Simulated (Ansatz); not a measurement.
**Zn4TeSeSO (model structure, P222, No. 16, 8 atoms in the cell)**

Level of theory: r²SCAN in Ansatz (PAW).

Numerical settings: plane-wave cutoff 560 eV, 10×10×10 k mesh, Fermi–Dirac smearing 0.05 eV, scalar-relativistic PAW data made under PBE.

Cell (relaxed at this level):

```yaml
crystal:
  lattice:
    - [5.47681, 0.00000, 0.00000]
    - [0.00000, 5.43108, 0.00000]
    - [0.00000, 0.00000, 5.38689]
  atoms:
    - { symbol: Zn, position: [0.73496, 0.71816, 0.70441] }
    - { symbol: Zn, position: [0.26504, 0.28184, 0.70441] }
    - { symbol: Zn, position: [0.26504, 0.71816, 0.29559] }
    - { symbol: Zn, position: [0.73496, 0.28184, 0.29559] }
    - { symbol: O, position: [0.50000, 0.50000, 0.50000] }
    - { symbol: S, position: [0.00000, 0.00000, 0.50000] }
    - { symbol: Se, position: [0.00000, 0.50000, 0.00000] }
    - { symbol: Te, position: [0.50000, 0.00000, 0.00000] }
```

```json
{
  "band_gap": "0.29 eV",
  "smallest_direct_gap_on_the_k_points_sampled": "0.31 eV"
}
```

Note: the relaxation could raise the start's symmetry but not lower it, so the cell can be a saddle point.

Spin–orbit coupling is not included; it can close the smallest gap of 0.29 eV.

Computed values are for the static lattice.

Computing time: roughly 10 core-minutes.

A model structure was made by putting elements into a prototype or built by hand; it is no filed structure, need not be a known phase, and can be a saddle point held by its symmetry.

Ansatz is a program for electronic structure.
